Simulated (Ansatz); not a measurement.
Sr under a change: isotropic strain +2.51 %

The parent structure is Sr in the fcc (Cu type) structure (space group Fm-3m, No. 225; a = 6.1048 Å; relaxed with 0.1 eV smearing).

Now apply this change: every lattice vector is stretched by 2.51 %; the atoms relax in the strained cell.

The values are results of r2SCAN, PAW, 500 eV (Ansatz, a first-principles code; no spin-orbit coupling), earlier PAW set, not measurements. Γ-centred 19×19×19 mesh, Fermi–Dirac width 0.1 eV.

```tsv
quantity	base	changed	shift
space group	Fm-3m (No. 225)	Fm-3m (No. 225)	–
shortest interatomic distance	4.317 Å	4.425 Å	+0.108 Å
energy relative to the base (free energy F)	0 meV/atom	+12 meV/atom	+12 meV/atom
pressure	0.0 GPa	-0.8 GPa	-0.8 GPa
band gap	zero	zero	–
```

Whether these cells are dynamically stable was not tested.
